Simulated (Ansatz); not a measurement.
**How far to go with the k-point mesh: TlGeCl₃ (Cm, 5 atoms in the cell)**

```xyz
5
Lattice="3.7760 -3.7212 0.0000 3.7760 3.7212 0.0000 -0.1004 0.0000 5.2944" Properties=species:S:1:pos:R:3 pbc="T T T"
Tl     7.3701     0.0000     5.2966
Ge     3.5753     0.0000     2.8195
Cl     1.8996     1.7748     2.7695
Cl     1.8996    -1.7748     2.7695
Cl     3.6998     0.0000     5.2647
```

Computed with LDA (PW92), default PAW files made with PBE (plane waves; Ansatz, a program for electronic structure).

Base settings: basis.ecutwfc = 420 eV; kpoints.mp_grid.grid = 5 5 5; hamiltonian.xc = lda; hamiltonian.pseudopotentials = {kind: paw} (the program's default PAW files); scf.occupations.method = fixed.

The second cell is the first with its lattice scaled by 0.98.

Only quantities that move along the ladder and can be compared are tabulated.

The count of work is k-points × plane waves × bands × iterations; it is no time. Core times come from one kind of shared machine, to one figure; runs under 30 s give none.

The starting cell comes from a database of computed structures (which also holds hypothetical and non-ambient phases and stackings), without a prior relaxation at this level. Its lattice was rescaled by up to half a per cent. One atom was moved a little off its site on purpose. Spin-orbit coupling is off. Ansatz's pressure includes its estimate of the finite-basis (Pulay) stress.

Steps (kpoints.mp_grid.grid): 1 1 1; 2 2 2; 3 3 3; 3 3 4; 4 4 4; 5 5 5; 6 6 6; 7 7 7; 8 8 8; 9 9 9; 10 10 10; 11 11 11; 12 12 12; 14 14 14.

Q: What is the coarsest kpoints.mp_grid.grid that holds the free energy within 0.5 meV/atom of the last step, with all finer ones?

A: 7 7 7, at 0.13 of the last step's count of work and about 0.1 of the last step's time; the step before is off by 0.64 meV/atom.

Q: What is the coarsest kpoints.mp_grid.grid that holds the forces within 0.02 eV/Å of the last step, with all finer ones?

A: 5 5 5, at 0.052 of the last step's count of work; the step before is off by 0.048 eV/Å.

Q: What is the coarsest kpoints.mp_grid.grid that holds the energy of the compressed cell less the first within 1 meV/atom of the last step, with all finer ones?

A: 5 5 5, at 0.052 of the last step's count of work; the step before is off by 1.8 meV/atom.

| kpoints.mp_grid.grid | free energy less the last step's (meV/atom) | energy of the compressed cell less the first (meV/atom) | pressure (GPa) | largest difference of a force vector from the last step's (eV/Å) | gap on the mesh (eV) | count of work / last | core time / last (rough) |
|---|---|---|---|---|---|---|---|
| 1 1 1 | -771.25 | -76.22 | -7.51 | 1.528 | 6.111 | 0.0013 | – |
| 2 2 2 | 132.64 | -4.71 | -1.26 | 0.535 | 1.175 | 0.0092 | – |
| 3 3 3 | -22.51 | -27.91 | -3.23 | 0.124 | 3.111 | 0.013 | – |
| 3 3 4 | -12.87 | -26.06 | -3.08 | 0.120 | 2.259 | 0.019 | – |
| 4 4 4 | 6.51 | -22.13 | -2.75 | 0.048 | 1.230 | 0.032 | – |
| 5 5 5 | -1.85 | -24.51 | -2.94 | 0.016 | 2.185 | 0.052 | – |
| 6 6 6 | 0.64 | -23.62 | -2.87 | 0.007 | 1.235 | 0.091 | 0.1 |
| 7 7 7 | -0.22 | -24.02 | -2.90 | 0.003 | 1.835 | 0.13 | 0.1 |
| 8 8 8 | 0.09 | -23.85 | -2.89 | 0.001 | 1.236 | 0.20 | 0.2 |
| 9 9 9 | -0.03 | -23.93 | -2.89 | 0.001 | 1.647 | 0.28 | 0.4 |
| 10 10 10 | 0.01 | -23.89 | -2.89 | 0.000 | 1.236 | 0.38 | 0.4 |
| 11 11 11 | -0.01 | -23.91 | -2.89 | 0.000 | 1.521 | 0.49 | 0.5 |
| 12 12 12 | 0.00 | -23.90 | -2.89 | 0.000 | 1.236 | 0.64 | 0.5 |
| 14 14 14 | 0.00 | -23.90 | -2.89 | 0.000 | 1.237 | 1.0 | 1 |

The energy difference between the two cells stays within 1 meV/atom of the last step's from 5 5 5 on, the total only from 6 6 6 on: much of the error is common to both cells and cancels.

The gap on the mesh jumps up and down from mesh to mesh; it is no smooth measure of convergence.

Keys are those of Ansatz 0.2.
